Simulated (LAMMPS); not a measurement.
MD of Ni (fcc) at zero pressure, 4000 atoms, as a crystal; each row is its own run.

Level of theory: classical MD, pair style eam/alloy, file NiAlH_jea.eam.alloy, run in LAMMPS.

| T (K) | volume (Å³/atom) |
|---|---|
| 200 | 10.994 |
| 300 | 11.047 |
| 780 | 11.393 |
| 1300 | 11.890 |
| 1560 | 12.141 |

### Question
Fit a straight line, y = a + b x, to these rows (x is the first column, y the second) and predict the run at x = 1040.

### Answer
Least squares gives a = 10.791 and b = 0.0008475. At x = 1040 the fit predicts 11.673 Å³/atom. The run itself gave 11.6377 ± 0.0006 Å³/atom, so the fit is 0.3 % high.

Caution (row 1560): this crystal lies over the melting point of about 1440 K that EAM-type NiAlH_jea.eam.alloy gives, so it is superheated.
